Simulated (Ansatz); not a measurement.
Base system: GaP in the zinc blende structure (space group F-43m, No. 216; a = 5.5060 Å). Axes: x, y, z lie along the cube axes.

Method: Kohn–Sham DFT with the PBE functional, run in Ansatz (a quantum-chemistry and plane-wave program) with PAW and 420 eV plane waves, without spin-orbit coupling.

Perturbation: an isotropic linear strain of −1.50 %, atoms relaxed at fixed cell.

Question: Predict the stress tensor and what it implies for the stiffness.

Answer: Stress of the strained cell less that of the base (GPa, compression positive):
```
   3.86    0.00    0.00
   0.00    3.86    0.00
   0.00    0.00    3.86
```

Then B = −ΔP/(ΔV/V₀) with ΔV/V₀ = -0.0443 gives secant stiffness values (nonlinear terms included at this strain): B ≈ 87 GPa.

As a check, the harmonic strain energy −½ V₀ Δσ:ε is 11 meV/atom; the computed energy rise is 11 meV/atom.

Whether these cells are dynamically stable was not tested.
